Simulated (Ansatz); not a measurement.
Base system: CaPb (space group P4/mmm, No. 123; a = 3.5807 Å, c = 4.5879 Å; a cell from a computed database, its experimental status unchecked). Axes: x, y, z lie along a, b, c of the conventional cell.

Computed with Ansatz (a first-principles code), r2SCAN, PAW, cutoff 500 eV, without spin-orbit coupling.

Strains are applied to the cell and any free atomic positions relax; under biaxial strain the out-of-plane vector relaxes too; under stress the whole cell relaxes.

One change was made to it. Results:

The shortest interatomic distance falls by 0.007 Å to 3.410 Å; the band gap stays zero.

Q: Which change produced these results?
(A) isotropic strain −0.77 %
(B) biaxial strain −4.58 %, plane normal [001], relaxed out of plane
(C) uniaxial stress, 1 GPa compression along x
(D) biaxial strain +1.05 %, plane normal [001], relaxed out of plane

A: C, uniaxial stress, 1 GPa compression along x. For comparison, the shortest interatomic distance in the other runs: isotropic strain −0.77 % gives 3.390 Å; biaxial strain −4.58 %, plane normal [001], relaxed out of plane gives 3.363 Å; biaxial strain +1.05 %, plane normal [001], relaxed out of plane gives 3.429 Å.

Without a gap, meshes like the base's 13×13×10 leave anisotropic stresses uncertain by several tenths of a GPa, and small strain energies with them. Stability under load was not tested beyond the relaxation.
